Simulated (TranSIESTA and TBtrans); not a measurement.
Device: Na chain with one bond stretched by 2.0 Å. Leads: straight Na chain, spacing 3.3 Å. Geometry: as built, not relaxed. Transport runs along z; the first 6 and the last 6 of the 18 atoms are the lead cells, repeated to infinity.

```xyz
18
Lattice="9.000 0.000 0.000 0.000 9.000 0.000 0.000 0.000 61.400" Properties=species:S:1:pos:R:3 pbc="F F T"
Na     4.500     4.500     0.000
Na     4.500     4.500     3.300
Na     4.500     4.500     6.600
Na     4.500     4.500     9.900
Na     4.500     4.500    13.200
Na     4.500     4.500    16.500
Na     4.500     4.500    19.800
Na     4.500     4.500    23.100
Na     4.500     4.500    26.400
Na     4.500     4.500    31.700
Na     4.500     4.500    35.000
Na     4.500     4.500    38.300
Na     4.500     4.500    41.600
Na     4.500     4.500    44.900
Na     4.500     4.500    48.200
Na     4.500     4.500    51.500
Na     4.500     4.500    54.800
Na     4.500     4.500    58.100
```

Run with TranSIESTA and TBtrans (open boundaries, self-consistent; PseudoDojo norm-conserving potentials, scalar-relativistic): PAO.BasisSize DZP, PAO.EnergyShift 0.15 eV, XC.Authors PBE, Mesh.Cutoff 200 Ry, ElectronicTemperature 300 K, TS.Voltage 0.0 eV, TBT.Elecs.Eta 0.001 eV, no spin polarisation.

Energies count from the leads' Fermi level. Transmissions are for one spin of a degenerate pair. The energy step is 0.01 eV; narrower resonances are cut or missed.

| E (eV) | T |
|---|---|
| -0.20 | 0.436 |
| -0.15 | 0.460 |
| -0.10 | 0.480 |
| -0.05 | 0.495 |
| 0.00 | 0.506 |
| 0.05 | 0.514 |
| 0.10 | 0.519 |
| 0.15 | 0.523 |
| 0.20 | 0.525 |

Q: Give the zero-bias conductance in μS and the resistance at 300 K.

A: At the Fermi level T = 0.506. Averaged with −∂f/∂E over the full grid (kT = 25.9 meV) it is 0.504. With G0 = 2e²/h = 77.48 μS, G = 39.0 μS and R = 1/G = 25.6 kΩ.

Q: The eigenchannels at the Fermi level transmit 0.506. What Fano factor of the shot noise follows at low temperature and bias?

A: F = Σ τ(1 − τ)/Σ τ = 0.250/0.506 = 0.49.

The straight chain is held at its spacing; free chains may zigzag or dimerise. No spin-polarised start was tried, so a magnetic state, if there is one, is missed.
